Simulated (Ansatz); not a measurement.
The starting structures come from a database of crystals and need not be the phases stable at ambient conditions.

Inside the gap of an insulator the Bloch states are evanescent, with a wavenumber k + iκ along the transport direction.

Input:

```
CELL_PARAMETERS angstrom
      7.37462     0.00000     0.00000
      0.00000     7.37462     0.00000
      3.68731    -3.68731     5.21464
ATOMIC_POSITIONS crystal
  Y  0.37500 0.87500 0.25000
  Y  0.87500 0.37500 0.75000
  Y  0.37500 0.37500 0.25000
  Y  0.37500 0.37500 0.75000
  Hf 0.87500 0.87500 0.75000
  Hf 0.87500 0.37500 0.25000
  Hf 0.37500 0.87500 0.75000
  Hf 0.87500 0.87500 0.25000
  O  0.53738 0.53738 0.50000
  O  0.21262 0.78738 0.00000
  O  0.96262 0.96262 0.50000
  O  0.78738 0.21262 0.00000
  O  0.96262 0.53738 0.50000
  O  0.21262 0.78738 0.57476
  O  0.53738 0.96262 0.50000
  O  0.78738 0.21262 0.42524
  O  0.96262 0.53738 0.07476
  O  0.78738 0.78738 0.00000
  O  0.53738 0.96262 0.92524
  O  0.21262 0.21262 0.00000
  O  0.50000 0.50000 0.00000
  O  0.25000 0.25000 0.50000
```

Space group of this cell: Fd-3m. The cell is taken as given.

Transport runs along the normal of the first two printed cell vectors, the (001) plane of the conventional cell.

The gap is the functional's own, uncorrected, and κ follows it; spin-orbit coupling is left out. Mid-gap values are interpolated between the computed energies.

### Question
Give the band gap and the smallest decay constant κ at mid-gap that PBEsol (Ansatz, a program for electronic structure) yields.

### Answer
Gap 3.20 eV on a 6×6×6 mesh; κ = 0.292 1/Å, at the zone centre.
